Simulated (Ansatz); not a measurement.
Method: PBE (plane waves to 420 eV, PAW; Ansatz, a program for electronic structure).

Plane-averaged electrostatic potential energy along the normal, in eV from the Fermi level, for Br on the 1x1 (111) surface of fcc Ag, one in a 1x1 cell, started at the site 'bridge Ag-Ag (span 2.9 Å)':

| z (Å) | V (eV) |
|---|---|
| 5.30 | 4.48 |
| 5.59 | 4.47 |
| 5.89 | 4.47 |
| 6.18 | 4.47 |
| 6.48 | 4.46 |
| 6.77 | 4.45 |
| 7.07 | 4.42 |
| 7.36 | 4.36 |
| 7.66 | 4.24 |
| 7.95 | 3.98 |
| 8.24 | 3.42 |
| 8.54 | 2.21 |
| 8.83 | -0.96 |
| 9.13 | -6.17 |
| 9.42 | -10.50 |
| 9.72 | -11.91 |
| 10.01 | -9.89 |
| 10.31 | -5.28 |
| 10.60 | -0.55 |
| 10.89 | 1.01 |
| 11.19 | -1.02 |
| 11.48 | -5.93 |
| 11.78 | -10.36 |
| 12.07 | -12.04 |
| 12.37 | -10.28 |
| 12.66 | -5.79 |
| 12.96 | -0.89 |
| 13.25 | 1.04 |
| 13.54 | -0.70 |
| 13.84 | -5.53 |
| 14.13 | -10.10 |
| 14.43 | -12.02 |
| 14.72 | -10.50 |
| 15.02 | -6.15 |
| 15.31 | -1.19 |
| 15.61 | 0.98 |
| 15.90 | -0.65 |
| 16.19 | -5.46 |
| 16.49 | -10.10 |
| 16.78 | -12.13 |
| 17.08 | -10.69 |
| 17.37 | -6.36 |
| 17.67 | -1.15 |
| 17.96 | 1.86 |
| 18.26 | 2.32 |
| 18.55 | 0.44 |
| 18.84 | -6.85 |
| 19.14 | -15.03 |
| 19.43 | -18.01 |
| 19.73 | -14.83 |
| 20.02 | -6.47 |
| 20.32 | 1.08 |
| 20.61 | 3.67 |
| 20.91 | 4.71 |
| 21.20 | 5.12 |
| 21.49 | 5.27 |
| 21.79 | 5.33 |
| 22.08 | 5.35 |
| 22.38 | 5.36 |
| 22.67 | 5.37 |
| 22.97 | 5.37 |
| 23.26 | 5.37 |
| 23.56 | 5.37 |
| 23.85 | 5.37 |

Slab: 5 atoms, 7.1 Å thick at the start under the adsorbate (thin: gaps and levels are the slab's own); k 12x12x1, smearing 0.1 eV, dipole-corrected; 2 atoms held, the rest relaxed; start symmetry kept, larger cells not searched; no spin, no spin-orbit, no U, no dispersion correction. At the end it is bonded to 2 Ag. In PBE this state lies 0.05 eV over the lowest of the starts that converged ('top Ag').

**Question.** The surface cell has an area of 7.45 Å². What dipole along the normal does the step between the two vacuum levels imply?

**Answer.** the top vacuum level lies 0.89 eV above the bottom one; p = −ε₀ A ΔV (ε₀ = 0.005526 e/(V·Å)) gives -0.04 e·Å a cell.
